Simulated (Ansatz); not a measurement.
The reference is La2O3 (space group P-3m1, No. 164; a = 3.940 Å, c = 6.188 Å).

Levels (all Ansatz, an electronic-structure program, PAW, earlier PAW set): PBE (420 eV, spin-orbit coupling left out); HSE06 (420 eV, no SOC).

The geometry is relaxed with PBE.

- PBE lowest conduction level above the VBM at special points = M 3.83 eV; K 3.86 eV; H 4.21 eV; Γ 4.23 eV

### Question
How does going to HSE06 change the lowest conduction level above the VBM at special points?

### Answer
The lowest conduction level above the VBM at special points becomes M 5.37 eV; K 5.29 eV; H 5.85 eV; Γ 6.00 eV (PBE: M 3.83 eV; K 3.86 eV; H 4.21 eV; Γ 4.23 eV).

Single points use the geometry relaxed with PBE. The hybrid gap comes from the SCF mesh plus the semilocal run's edge points and a few special points and is an upper bound. The levels and masses belong to the bands next to the band gap. Whether these cells are dynamically stable was not tested.
